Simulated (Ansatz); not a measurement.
We consider bcc Eu, described by revPBE (plane waves, PAW; Ansatz, a quantum-chemistry and plane-wave program).

Numerical settings: plane-wave cutoff 520 eV, 18×18×18 k mesh, Fermi–Dirac smearing 0.05 eV, spin-polarised with parallel moments, scalar-relativistic PAW data made under PBE.

Cell (relaxed at this level):

```xyz
1
Lattice="-2.2471 2.2471 2.2471 2.2471 -2.2471 2.2471 2.2471 2.2471 -2.2471" Properties=species:S:1:pos:R:3 pbc="T T T"
Eu     0.0000     0.0000     0.0000
```
Starting moments (μB, in the order of the record's atoms Eu): 7.0.

### Question
Give the computed bulk modulus, magnetic moment per atom (the cell's total over its atoms) and pressure derivative B′ of the bulk modulus.

### Answer

- bulk modulus = 11.8 GPa
- magnetic moment per atom (the cell's total over its atoms) = 7.36 μB
- pressure derivative B′ of the bulk modulus = 3.0

The run finds no gap.

Measured, for comparison: bulk modulus 10.9 ± 0.6 GPa (room temperature, no zero-point or thermal correction, our sources range from 10.9 to 11.7; as tabulated in arXiv:1012.3782). Computed (rounded) less measured: bulk modulus +8 % (+0.9 % to +8 % over the range). A static lattice is as a rule a little smaller and stiffer than an uncorrected measurement, which narrows the difference in the bulk modulus and would widen misses of the other sign.

Note: the 4f shell is treated without U or exact exchange, so its levels and filling can be wrong; the collinear magnetic order is the start's and need not be the measured one.

Moments are spin moments.

Spin–orbit coupling is not included.

The computed numbers hold no vibrational or temperature effects.
